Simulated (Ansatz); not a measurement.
**Effect of tensor shear ε_xy = +1.71 % on Pd**

The parent structure is Pd in the fcc (Cu type) structure (space group Fm-3m, No. 225; a = 3.8414 Å; relaxed with 0.1 eV smearing). Axes: x, y, z lie along the cube axes.

Perturbation: tensor shear ε_xy = +1.71 % (engineering shear γ = 0.0342); the atoms relax in the strained cell.

Level of theory: DFT with LDA, PAW potentials and a 420 eV plane-wave cutoff in Ansatz (an electronic-structure program), without spin-orbit coupling. k-mesh 29×29×29 (Γ-centred); smearing 0.1 eV (Fermi–Dirac).

The volume per atom stays 14.17 Å³ and the space group changes from Fm-3m (No. 225) to Immm (No. 71). The energy grows by 4.8 meV/atom and the pressure (mean of the normal stresses, compression positive) goes from zero to 0.3 GPa. The band gap is still zero and the stress (xx, yy, zz, yz, xz, xy; compression positive) comes out as (0.5, 0.5, -0.1, 0.0, 0.0, -3.2) GPa.

Final structure:

```
CELL_PARAMETERS angstrom
      0.03284     1.92070     1.92070
      1.92070     0.03284     1.92070
      1.95354     1.95354     0.00000
ATOMIC_POSITIONS crystal
  Pd 0.00000 0.00000 0.00000
```

Stability against distortions was not tested. The final runs are not spin-polarised.
